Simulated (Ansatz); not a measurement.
The reference is PbSe in the rock salt structure (space group Fm-3m, No. 225; a = 6.041 Å).

All numbers come from DFT with LDA, PAW potentials and a 420 eV plane-wave cutoff in Ansatz (an electronic-structure program), no spin-orbit coupling.

Strains are applied to the cell and any free atomic positions relax.

One change was made to it. Results:

| quantity | base | after |
|---|---|---|
| energy relative to the base (free energy F) | 0 meV/atom | +30 meV/atom |
| pressure | 0.0 GPa | 5.2 GPa |

### Question
What was done to the base?
A. isotropic strain −0.50 %
B. isotropic strain +1.50 %
C. isotropic strain +2.50 %
D. isotropic strain +3.00 %
E. isotropic strain −2.50 %

### Answer
E, isotropic strain −2.50 %. For comparison, the energy relative to the base in the other runs: isotropic strain +2.50 % gives +26 meV/atom; isotropic strain −0.50 % gives +1.1 meV/atom; isotropic strain +3.00 % gives +37 meV/atom; isotropic strain +1.50 % gives +9.6 meV/atom.

Stability against distortions was not tested. The final runs are not spin-polarised.
